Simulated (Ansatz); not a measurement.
Reference: BAs (F-43m), PBEsol, rigid bands (plane waves, PAW, scalar-relativistic; Ansatz, an electronic-structure program); axes and stresses refer to this cell.

```xyz
2
Lattice="0.0000 2.3840 2.3840 2.3840 0.0000 2.3840 2.3840 2.3840 0.0000" Properties=species:S:1:pos:R:3 pbc="T T T"
B      1.1920     1.1920     1.1920
As     0.0000     0.0000     0.0000
```

The Seebeck coefficient, p-type 1e19 cm⁻³ comes out as 300 μV/K and the electron conductivity mass is 0.30 mₑ. The hole conductivity mass is 0.31 mₑ.

Q: Change: spin-orbit coupling switched on. What happens to Seebeck coefficient, p-type 1e19 cm⁻³, electron conductivity mass, hole conductivity mass?

A: Seebeck coefficient, p-type 1e19 cm⁻³ falls to 246 μV/K; electron conductivity mass moves little, to 0.30 mₑ; hole conductivity mass increases to 0.34 mₑ.

Masses are for dilute carriers at 300 K, harmonic means over directions unless an axis is named. Seebeck coefficients are for the stated density at 300 K, with one relaxation time for all states and whether or not that doping can be reached. Spin-orbit coupling is left out unless a row names it; without it hole values are far off for these elements.
